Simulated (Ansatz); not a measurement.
System: ScOF (model structure, P2₁, No. 4, 12 atoms in the cell). Method: HSE06 (Ansatz, a first-principles code, plane waves, PAW).

Run with plane-wave cutoff 460 eV, 4×4×4 k mesh, Fermi–Dirac smearing 0.01 eV, scalar-relativistic PAW data made under PBE.

Cell (relaxed with PBEsol):

```cif
data_F4O4Sc4
_chemical_formula_sum 'Sc4 F4 O4'
_space_group_name_H-M_alt 'P21'
_space_group_IT_number 4
_space_group_name_Hall 'P 2yb'
_cell_length_a 5.01888
_cell_length_b 5.05375
_cell_length_c 5.20028
_cell_angle_alpha 90.000
_cell_angle_beta 93.459
_cell_angle_gamma 90.000
loop_
_atom_site_label
_atom_site_type_symbol
_atom_site_symmetry_multiplicity
_atom_site_Wyckoff_symbol
_atom_site_fract_x
_atom_site_fract_y
_atom_site_fract_z
_atom_site_occupancy
Sc1 Sc 2 a 0.25812 0.22347 0.01720 1
Sc2 Sc 2 a 0.28085 0.74717 0.44767 1
F1 F 2 a 0.06340 0.37876 0.37183 1
O1 O 2 a 0.07210 0.89073 0.14158 1
F2 F 2 a 0.44010 0.49260 0.74161 1
O2 O 2 a 0.53045 0.49327 0.24986 1
```

Question: Estimate the band gap, smallest direct gap on the k points sampled and direct gap at Γ that the calculation returns.

Answer: 
* **band gap**: 6.34 eV (on the SCF k mesh) (indirect)
* **smallest direct gap on the k points sampled**: 6.52 eV
* **direct gap at Γ**: 6.78 eV

Note: the relaxation could raise the start's symmetry but not lower it, so the cell can be a saddle point; cell and atoms aren't relaxed at this level (largest force component 0.08 eV/Å, pressure 2.0 GPa).

The computed numbers hold no vibrational or temperature effects.

Cost on a shared machine: around 9 core-minutes (rough).

A model structure was made by putting elements into a prototype or built by hand; it is no filed structure, need not be a known phase, and can be a saddle point held by its symmetry.
